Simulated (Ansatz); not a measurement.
**SrTiO3: response to strain**

Start from SrTiO3 in the cubic perovskite structure (space group Pm-3m, No. 221).

```yaml
crystal:
  lattice:
    - [3.90701, 0.00000, 0.00000]
    - [0.00000, 3.90701, 0.00000]
    - [0.00000, 0.00000, 3.90701]
  atoms:
    - { symbol: Sr, position: [0.00000, 0.00000, 0.00000] }
    - { symbol: Ti, position: [0.50000, 0.50000, 0.50000] }
    - { symbol: O, position: [0.00000, 0.50000, 0.50000] }
    - { symbol: O, position: [0.50000, 0.50000, 0.00000] }
    - { symbol: O, position: [0.50000, 0.00000, 0.50000] }
```

Cartesian axes are those of the cell as printed.

Strains are applied to the cell and any free atomic positions relax; under biaxial strain the out-of-plane vector relaxes too.

Method: r2SCAN (Ansatz, a program for electronic structure), spin-orbit coupling left out.

Candidates:
(a) isotropic strain +3.86 %
(b) biaxial strain −2.43 %, plane normal [001], relaxed out of plane
(c) strain tensor (xx, yy, zz, yz, xz, xy) = (+1.05, −1.37, +0.44, +1.91, +0.23, −0.49) %
(d) biaxial strain −0.85 %, plane normal [001], relaxed out of plane
(e) biaxial strain −1.29 %, plane normal [110], relaxed out of plane

Notes on the quantities. energy relative to the base: free energy F.

Q: Order them by energy relative to the base, lowest first.

A: (d) biaxial strain −0.85 %, plane normal [001], relaxed out of plane (+2.2 meV/atom), (e) biaxial strain −1.29 %, plane normal [110], relaxed out of plane (+5.0 meV/atom), (c) strain tensor (xx, yy, zz, yz, xz, xy) = (+1.05, −1.37, +0.44, +1.91, +0.23, −0.49) % (+10 meV/atom), (b) biaxial strain −2.43 %, plane normal [001], relaxed out of plane (+19 meV/atom), (a) isotropic strain +3.86 % (+83 meV/atom)

No phonon test of stability was made. The final runs are not spin-polarised. Many cubic perovskites are stable only at high temperature; tilts and polar distortions were not tested.
